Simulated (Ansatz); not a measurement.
Take SnO in the litharge type structure (space group P4/nmm, No. 129; a = 3.837 Å, c = 4.759 Å; layered, stacked along the Cartesian z axis) as the base.

The values are results of PBE-D3(BJ) in Ansatz (plane waves to 420 eV, PAW, spin-orbit coupling left out), not measurements.

Base values:

- Lattice parameter a: 3.837 Å
- c/a ratio: 1.240

Perturbation: hydrostatic tension (pressure −2 GPa).

Question: What happens to the lattice parameter a and c/a ratio?

Answer: The lattice parameter a goes up by 0.034 Å (3.837 Å → 3.871 Å); the c/a ratio rises by 0.082 (1.240 → 1.322).

Load acts through the strain it causes; cell and atoms are relaxed under it. Whether these cells are dynamically stable was not tested. The final runs are not spin-polarised.

Ansatz is a quantum-chemistry and plane-wave program.
